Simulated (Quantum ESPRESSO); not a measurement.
Quantum ESPRESSO run on TaAs (I4_1md, 4 atoms in the cell): self-consistent single point.

Method: BLYP, GBRV 1.5 ultrasoft (PBE) pseudopotentials (plane waves; Quantum ESPRESSO 7.5).

```xyz
4
Lattice="1.7406 -1.7406 5.9319 1.7406 1.7406 5.9319 -1.7406 -1.7406 5.9319" Properties=species:S:1:pos:R:3 pbc="T T T"
Ta     0.0000     1.7406     5.9315
Ta     0.0000     0.0000     8.8975
As     0.0000     1.7406     0.9803
As     0.0000     0.0000     3.9463
```

Reference input (self-consistent single point, DFT, PBE, plane waves, GBRV 1.5 ultrasoft (PBE) pseudopotentials): ecutwfc = 40 Ry; ecutrho = 320 Ry; occupations = smearing; smearing = methfessel-paxton; degauss = 0.0073499 Ry; potentials = {Ta: ta_pbe_v1.uspp.F.UPF, As: as_pbe_v1.uspp.F.UPF}; K_POINTS = automatic 9 9 9 0 0 0; conv_thr = 1e-09 Ry. This run's input differs from it in these lines:

```diff
@@ -19,2 +19,3 @@
  degauss = 0.0073499,
+ input_dft = 'blyp',
 /
```

The program printed (abridged):

```
     Self-consistent Calculation

     iteration #  1     ecut=    40.00 Ry     beta= 0.70

     Threshold (ethr) on eigenvalues was too large:
     Diagonalizing with lowered threshold

     negative rho (up, down):  1.929E-01 0.000E+00

     total energy              =    -363.48049484 Ry
     estimated scf accuracy    <       0.10179451 Ry

     iteration #  2     ecut=    40.00 Ry     beta= 0.70

     negative rho (up, down):  1.942E-01 0.000E+00

     total energy              =    -363.50559339 Ry
     estimated scf accuracy    <       0.07563696 Ry

     iteration #  3     ecut=    40.00 Ry     beta= 0.70

     negative rho (up, down):  1.951E-01 0.000E+00

     total energy              =    -363.51983175 Ry
     estimated scf accuracy    <       0.00097532 Ry

   [... 4 blocks of this kind left out ...]

     iteration #  8     ecut=    40.00 Ry     beta= 0.70

     negative rho (up, down):  1.953E-01 0.000E+00

     total energy              =    -363.52105962 Ry
     estimated scf accuracy    <       0.00000002 Ry

     iteration #  9     ecut=    40.00 Ry     beta= 0.70

     negative rho (up, down):  1.953E-01 0.000E+00
     End of self-consistent calculation

     the Fermi energy is    15.0119 ev

!    total energy              =    -363.52105963 Ry
     estimated scf accuracy    <          1.5E-10 Ry
     smearing contrib. (-TS)   =      -0.00000865 Ry
     internal energy E=F+TS    =    -363.52105099 Ry

     convergence has been achieved in   9 iterations

     negative rho (up, down):  1.953E-01 0.000E+00

     Forces acting on atoms (cartesian axes, Ry/au):

     atom    1 type  1   force =     0.00000000    0.00000000    0.00007572
     atom    2 type  1   force =     0.00000000    0.00000000    0.00007572
     atom    3 type  2   force =     0.00000000   -0.00000000   -0.00007572
     atom    4 type  2   force =     0.00000000    0.00000000   -0.00007572

     Total force =     0.000151     Total SCF correction =     0.000001

     negative rho (up, down):  1.953E-01 0.000E+00
          total   stress  (Ry/bohr**3)                   (kbar)     P=       38.99
   0.00026502   0.00000000   0.00000000           38.99        0.00        0.00
   0.00000000   0.00026502   0.00000000            0.00       38.99        0.00
   0.00000000   0.00000000   0.00026514            0.00        0.00       39.00

   JOB DONE.
```

The run converged in 9 iterations. Against the reference run the pressure goes from -3.84 to 3.90 GPa and the largest force moves little (0.005 to 0.002 eV/Å).

The starting cell comes from a database of computed structures (which also holds hypothetical and non-ambient phases and stackings), without a prior relaxation at this level. Its lattice was rescaled by a random factor within 2.5 % of one. Spin polarisation is off. With a pressure of about 4 GPa the cell is away from its equilibrium volume at this level.

Cost on one core of a shared machine: roughly 3 min.
